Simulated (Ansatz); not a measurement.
## SrTiO3: response to strain

Start from SrTiO3 in the cubic perovskite structure (space group Pm-3m, No. 221; a = 3.8542 Å). Axes: x, y, z lie along the cube axes.

Strains are applied to the cell and any free atomic positions relax.

Method: LDA, PAW, 420 eV (Ansatz, an electronic-structure program; without spin-orbit coupling).

Notes on the quantities. pressure: mean of the normal stresses, compression positive; energy relative to the base: free energy F.

```
change                       band gap  smallest direct gap  pressure  energy relative to the base
---------------------------  --------  -------------------  --------  ---------------------------
base                          1.85 eV              2.17 eV  0.00 GPa                   0 meV/atom
tensor shear ε_xy = +0.33 %   1.84 eV              2.14 eV  0.00 GPa                +0.1 meV/atom
tensor shear ε_xy = +1.33 %   1.78 eV              2.05 eV  0.06 GPa                +3.0 meV/atom
tensor shear ε_xy = +2.00 %   1.75 eV              1.98 eV  0.14 GPa                +6.8 meV/atom
tensor shear ε_xy = +0.67 %   1.82 eV              2.11 eV  0.01 GPa                +0.7 meV/atom
tensor shear ε_xy = +1.00 %   1.80 eV              2.08 eV  0.03 GPa                +1.7 meV/atom
tensor shear ε_xy = +1.67 %   1.77 eV              2.01 eV  0.10 GPa                +4.7 meV/atom
```

Whether these cells are dynamically stable was not tested. All final runs are without spin polarisation. Many cubic perovskites are stable only at high temperature; tilts and polar distortions were not tested.
